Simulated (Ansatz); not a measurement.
Where the default PAW files enter, the runs use the earlier of Ansatz's two default sets.

Data:

```
SnO2
1.0
    3.20750     0.00000     0.00000
    0.00000     6.73847     0.00000
    0.00000     3.36924     3.36924
Sn O
2 4
Direct
  0.50000   0.50000   0.00000
  0.00000   0.00000   0.00000
  0.50000   0.80597   0.00000
  0.50000   0.19403   0.00000
  0.00000   0.30597   0.38806
  0.00000   0.69403   0.61194
```

Space group of this cell: P4_2/mnm, rutile. The cell is taken as given; by r2SCAN its mean pressure is -1.1 GPa.

The current runs along the normal of the first two printed vectors, the (110) plane. All runs by Ansatz (a program for electronic structure), plane waves and PAW, without spin-orbit coupling; the base is r2SCAN.

```
run                                                      mean pressure (GPa)  gap (eV)  mid-gap κ (1/Å)
-------------------------------------------------------  -------------------  --------  ---------------
base                                                                    -1.1      1.73            0.190
all lengths scaled by 0.98                                              13.7      2.48            0.240
all lengths scaled by 1.02                                             -11.9      1.05            0.138
lda in place of r2scan                                                  -4.9      0.91            0.131
lengths across the current scaled by 0.98, ions clamped                  8.9         ?                ?
lengths across the current scaled by 1.02, ions clamped                 -8.9      1.23            0.151
lengths along the current scaled by 0.97, ions clamped                   5.4      2.05            0.209
lengths along the current scaled by 1.03, ions clamped                  -6.2         ?                ?
pbesol in place of r2scan                                                0.5         ?                ?
```

Question: Some entries are withheld; supply them.

Answer: 
- lengths across the current scaled by 0.98, ions clamped, gap (eV): 2.26
- lengths across the current scaled by 0.98, ions clamped, mid-gap κ (1/Å): 0.228
- lengths along the current scaled by 1.03, ions clamped, gap (eV): 1.43
- lengths along the current scaled by 1.03, ions clamped, mid-gap κ (1/Å): 0.171
- pbesol in place of r2scan, gap (eV): 0.95
- pbesol in place of r2scan, mid-gap κ (1/Å): 0.134
